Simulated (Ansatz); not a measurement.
We consider SiNF (model structure, P3m1, No. 156, 3 atoms in the cell), described by r²SCAN+rVV10 (Ansatz, an electronic-structure program, PAW).

Settings: plane-wave cutoff 560 eV, 12×12×6 k mesh (along the axes of the cell as run), Fermi–Dirac smearing 0.01 eV, scalar-relativistic PAW data made under PBE.

Cell (relaxed at this level):

```
CELL_PARAMETERS angstrom
      2.89533     0.00000     0.00000
     -1.44766     2.50743     0.00000
      0.00000     0.00000     4.65456
ATOMIC_POSITIONS crystal
  Si 0.00000 0.00000 0.36710
  N  0.66667 0.33333 0.27360
  F  0.00000 0.00000 0.71097
```

Question: What does this level give for the band gap, smallest direct gap on the k points sampled and direct gap at Γ?

Answer: 
- band gap: 5.58 eV (indirect)
- smallest direct gap on the k points sampled: 5.94 eV
- direct gap at Γ: 7.41 eV

Note: the relaxation could raise the start's symmetry but not lower it, so the cell can be a saddle point.

Computed values are for the static lattice.

Cost on a shared machine: about 16 core-seconds (a rough figure).

A model structure was made by putting elements into a prototype or built by hand; it is no filed structure, need not be a known phase, and can be a saddle point held by its symmetry.
